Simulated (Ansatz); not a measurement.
A relaxation of cell and atoms of Os (P6_3/mmc, 2 atoms in the cell) with Ansatz (a quantum-chemistry and plane-wave program).

Level of theory: PBE (plane waves, PAW; Ansatz).

```yaml
crystal:
  lattice:
    - [2.69176, 0.00000, 0.00000]
    - [-1.34588, 2.33113, 0.00000]
    - [0.00000, 0.00000, 4.24065]
  atoms:
    - { symbol: Os, position: [0.33333, 0.66667, 0.25000] }
    - { symbol: Os, position: [0.66667, 0.33333, 0.75000] }
```

Reference input (self-consistent single point, DFT, PBE, plane waves, default PAW files): basis.ecutwfc = 420 eV; kpoints.mp_grid.grid = 18 18 10; hamiltonian.xc = pbe; hamiltonian.pseudopotentials = {kind: paw} (the program's default PAW files); scf.occupations.method = cold; scf.occupations.width = 0.1 eV. This run's input differs from it in these lines:

Ansatz 0.2 input:
```diff
@@ -10,3 +10,3 @@
 basis:
-  ecutwfc: 420.0
+  ecutwfc: 590.0
 kpoints:
@@ -22,2 +22,4 @@
     width: 0.1
+relax:
+  cell: {}
 output:
```

Output (repeated stretches shortened):

```
   [... SCF lines of the steps left out ...]
relax step   1: F+E_penalty+E_count = -22768.90808708 eV  Δ(F+E_penalty+E_count) = +0.000e0 eV  max|allowed force component| = 1.110e-16 eV/Å  Δτ_max = 0.0000 Å  P = +33.201 GPa  Ω = 26.609 Å³  (5 SCF iters, dr2 threshold 1.00e-7 eV, accepted)
relax step   2: F+E_penalty+E_count = -22768.94097203 eV  Δ(F+E_penalty+E_count) = -3.288e-2 eV  max|allowed force component| = 1.203e-16 eV/Å  Δτ_max = 0.0000 Å  P = -23.080 GPa  Ω = 30.569 Å³  energy of the carried Pulay correction = -9.231e-5 eV  [...]
   [... lines left out ...]
relax step   5: F+E_penalty+E_count = -22769.09664831 eV  Δ(F+E_penalty+E_count) = -2.047e-6 eV  max|allowed force component| = 4.163e-17 eV/Å  Δτ_max = 0.0000 Å  P = +0.001 GPa  Ω = 28.547 Å³  energy of the carried Pulay correction = -4.693e-5 eV  [...]
relax step   6: F+E_penalty+E_count = -22769.09670216 eV  Δ(F+E_penalty+E_count) = -5.386e-5 eV  max|allowed force component| = 6.476e-17 eV/Å  Δτ_max = 0.0000 Å  P = +0.003 GPa  Ω = 28.547 Å³  stress off target by 4.99e-3 GPa  SCF on the basis [...]
basis re-selected at this cell: Δ(F+E_penalty+E_count) = -5.386e-5 eV, ΔP = +0.002 GPa vs the last step
the relaxation is at rest under the 24 symmetry operations that the run kept from its start: a minimum is not shown …
Stability not checked (fill_not_monotonic)
Free energy (F): -22769.096702 eV
Internal energy: -22769.096651 eV  (E = F + TS)
   [... lines left out ...]
Fermi energy:    25.393486 eV
   [... lines left out ...]
to start a new deck from the relaxed geometry:
  cell:  # Å, volume = 28.5469 Å³
    - [2.7521715018765347, -2.951542949543426e-7, 0.0]
    - [-1.3760854953271497, 2.3834505837737985, 0.0]
    - [0.0, 0.0, 4.351879029258666]
  atoms:
    - { symbol: Os, position: [0.3333333333333333, 0.6666666666666666, 0.25] }
    - { symbol: Os, position: [0.6666666666666665, 0.3333333333333333, 0.75] }
```

The run converged. 

Summary of the result:
| Item | Result |
|---|---|
| Free energy E − TS (on the zero of these files) | -22769.0967 eV |
| Fermi level (on the code's own zero) | 25.39 eV |
| Pressure | 0.00 GPa |
| Final cell | a = b = 2.752 Å, c = 4.352 Å, α = β = 90.00°, γ = 120.00° |
| Final volume per atom | 14.27 Å³ |
| Relaxation steps | 6 |

The starting cell comes from a database of computed structures (which also holds hypothetical and non-ambient phases and stackings), without a prior relaxation at this level. Its lattice was rescaled by a random factor within 2.5 % of one. Spin polarisation is off. The relaxation keeps the symmetry of its start, so its end need not be a minimum. Ansatz's pressure includes its estimate of the finite-basis (Pulay) stress.

Cost on one core of a shared machine: roughly 50 s.
